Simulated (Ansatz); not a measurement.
System: Rb2NiO2 (I4/mmm, No. 139, 5 atoms in the cell; start COD 1540110). Method: PBEsol (Ansatz, a program for electronic structure, plane waves, PAW).

Numerical settings: plane-wave cutoff 520 eV, 12×12×12 k mesh, Fermi–Dirac smearing 0.01 eV, spin-polarised with parallel moments, scalar-relativistic PAW data made under PBE.

Cell (relaxed at this level):

```xyz
5
Lattice="-2.0656 2.0656 6.4697 2.0656 -2.0656 6.4697 2.0656 2.0656 -6.4697" Properties=species:S:1:pos:R:3 pbc="T T T"
Rb     0.0000     0.0000     4.5286
Rb     0.0000     0.0000     8.4108
O      0.0000     0.0000     1.6815
O      0.0000     0.0000    11.2578
Ni     0.0000     0.0000     0.0000
```
Starting moments (μB, in the order of the record's atoms Rb Rb O O Ni): 0.0 0.0 0.0 0.0 2.0.

Question: Estimate the band gap, Γ–Γ gap and bulk modulus B0 that the calculation returns.

Answer: 
- band gap = 0.92 eV (on the SCF k mesh)
- Γ–Γ gap = 1.46 eV
- bulk modulus B0 = 27.7 GPa

Note: the magnetic order was assumed, not searched for or taken from measurement; the relaxation could not lower the start's symmetry, so the cell can be a saddle point above a distorted one; the bulk modulus is −V dP/dV from two relaxed cells at ±2 % in volume; without U or exact exchange, gaps and moments of open d shells tend to come out too small.

Spin–orbit coupling is not included.

Computed values are for the static lattice.

Cost on a shared machine: very roughly 19 core-minutes.
